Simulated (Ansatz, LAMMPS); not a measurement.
# Random Si-Ge alloy, 5x5x5 cubic cells, lattice parameter by Vegard's rule

Cell 27.57 × 27.57 × 27.57 Å, Si846Ge154, 1000 atoms. Prepared with Tersoff's 1989 multicomponent potential (SiCGe.tersoff) in LAMMPS: minimisation. 

Calculation: PBE, support functions at accuracy medium on the grid of 370 eV (norm-conserving potentials; Ansatz, a program for electronic structure).

Basis: localised support functions (accuracy medium) on a full density matrix. k-points: zone centre alone; occupations: Fermi-Dirac, 0.020 eV; spin polarisation not allowed. No spin-orbit coupling.

| Item | Value |
|---|---|
| energy over the perfect crystal(s), per atom | 10 meV/atom |
| Kohn-Sham gap of the cell on its k-mesh | 0.58 eV |
| coordination (neighbours within 2.846 Å) | 100.0 % 4-fold |
| Ge-Ge bonds, mean ± spread | 2.465 ± 0.005 Å |
| Ge-Si bonds, mean ± spread | 2.418 ± 0.005 Å |
| Si-Si bonds, mean ± spread | 2.375 ± 0.005 Å |
| bond angles, mean ± spread | 109.5° ± 0.9° |
| pressure | -0.37 GPa |
| cost of the final run | around 60 core-minutes (rough), 15 SCF iterations, 20 GiB |
